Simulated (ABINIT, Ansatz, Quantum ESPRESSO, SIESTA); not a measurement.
**One structure in several programs: LaZnGa (P6_3/mmc, 6 atoms in the cell)**

Self-consistent single point.

```
LaZnGa
1.0
    4.49206     0.00000     0.00000
   -2.24603     3.89024     0.00000
    0.00000     0.00000     8.04708
La Zn Ga
2 2 2
Direct
  0.00000   0.00000   0.50000
  0.00000   0.00000   0.00000
  0.33333   0.66667   0.75000
  0.66667   0.33333   0.25000
  0.33333   0.66667   0.25000
  0.66667   0.33333   0.75000
```

Shared settings, as Ansatz (an electronic-structure program) writes them: kpoints.mp_grid.grid = 5 5 3; scf.occupations.method = gaussian; scf.occupations.width = 0.1 eV. Potentials and cutoffs stand in the table.

```tsv
code	model	pressure (GPa)	cutoff
Quantum ESPRESSO	PBEsol, GBRV 1.5 ultrasoft (PBESOL) pseudopotentials	-2.64	50 Ry
ABINIT	PBEsol, PAW (JTH v2.0 PBE PAW, files made for PBE)	-2.34	30 Ha
Ansatz	PBEsol, PAW files made with PBE	-2.44	default
SIESTA	GGA PBEsol, numerical atomic orbitals DZP, PseudoDojo PBEsol standard norm-conserving potentials (rewritten from UPF to PSML)	-2.96	grid 300 Ry
```

The spread over the programs that give each value: pressure within 0.62 GPa.

SIESTA uses small atom-centred bases, whose incompleteness enters pressures, forces and empty levels differently from a plane-wave cutoff. Ansatz's pressure is given at a fixed set of plane waves, as the other plane-wave codes print theirs; with its correction for the finite basis it is -2.41 GPa.

On the base mesh (6 6 3) the same programs gave: Ansatz pressure -2.52 GPa; Quantum ESPRESSO pressure -2.70 GPa; ABINIT pressure -2.42 GPa; SIESTA pressure -3.06 GPa.

The starting cell comes from a database of computed structures (which also holds hypothetical and non-ambient phases and stackings), without a prior relaxation at this level.

Left out of this page: Elk (not drawn, or without a comparable value).

Keys are those of Ansatz 0.2.
